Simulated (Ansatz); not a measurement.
Base system: CdS in the zinc blende structure (space group F-43m, No. 216; a = 5.878 Å). Axes: x, y, z lie along the cube axes.

Computed with r2SCAN, PAW, 500 eV (Ansatz, a quantum-chemistry and plane-wave program; without spin-orbit coupling).

The change: an isotropic linear strain of −2.50 %; the atoms relax in the strained cell.

Q: Predict the stress tensor and what it implies for the stiffness.

A: Stress of the strained cell less that of the base (GPa, compression positive):
```
   5.45    0.00    0.00
   0.00    5.45    0.00
   0.00    0.00    5.45
```

Then B = −ΔP/(ΔV/V₀) with ΔV/V₀ = -0.0731 gives secant stiffness values (nonlinear terms included at this strain): B ≈ 74 GPa.

As a check, the harmonic strain energy −½ V₀ Δσ:ε is 32 meV/atom; the computed energy rise is 30 meV/atom.

No phonon test of stability was made.
